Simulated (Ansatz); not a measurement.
The parent structure is TiO2 in the rutile structure (space group P4_2/mnm, No. 136).

```yaml
crystal:
  lattice:
    - [4.54810, 0.00000, 0.00000]
    - [0.00000, 4.54810, 0.00000]
    - [0.00000, 0.00000, 2.91711]
  atoms:
    - { symbol: Ti, position: [0.00000, 0.00000, 0.00000] }
    - { symbol: Ti, position: [0.50000, 0.50000, 0.50000] }
    - { symbol: O, position: [0.30396, 0.30396, 0.00000] }
    - { symbol: O, position: [0.80396, 0.19604, 0.50000] }
    - { symbol: O, position: [0.19604, 0.80396, 0.50000] }
    - { symbol: O, position: [0.69604, 0.69604, 0.00000] }
```

Cartesian axes are those of the cell as printed.

Computed with Ansatz (a quantum-chemistry and plane-wave program) LDA, no spin-orbit coupling.

Before the change:

```
Item       Result
--------  -------
Band gap  1.86 eV
```

Modification: the cell is stretched by 1.80 % along z with no lateral relaxation; the atoms relax in the strained cell.

Question: Predict the new stress and band gap.

Answer: The stress (xx, yy, zz, yz, xz, xy; compression positive) is (-3.04, -3.04, -9.01, 0.00, 0.00, 0.00) GPa; the band gap falls by 0.04 eV to 1.82 eV.

Stability against distortions was not tested. The final runs are not spin-polarised.
